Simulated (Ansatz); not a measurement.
For 1T (CdI2-type) PtTe2, PBE-D4 (plane waves, PAW; Ansatz, a first-principles code) gives:

```
Property              Value
------------------  -------
lattice constant a  4.054 Å
c axis length       5.092 Å
```

**Question.** What does HSE06 (Ansatz, plane waves, PAW) give for the same quantities?

**Answer.** 
- lattice constant a: 4.038 Å (shrinks by 0.4 %)
- lattice parameter c: 5.366 Å (rises by 5.4 %)

For comparison: lattice constant a 4.026 Å (measured, temperature not stated, not corrected to a static lattice; as tabulated in Pelayo et al. (2023), arXiv:2312.15371); lattice parameter c 5.221 Å (measured, temperature not stated, not corrected to a static lattice; as tabulated in Pelayo et al. (2023), arXiv:2312.15371).

Changes are worked out from the printed values.

Unless a cell is named, each level is at its own relaxed cell (PBE-D4 24.15, HSE06 25.26 Å³/atom).

Levels without +SOC leave out spin–orbit coupling, which shifts energies and cells of such heavy elements.

Caveats: the cell comes from a level without a dispersion term, which matters for the spacing of layers, chains or molecules (HSE06). Ansatz's density-functional and Hartree–Fock values are scalar-relativistic unless marked +SOC, with PAW data made under PBE.
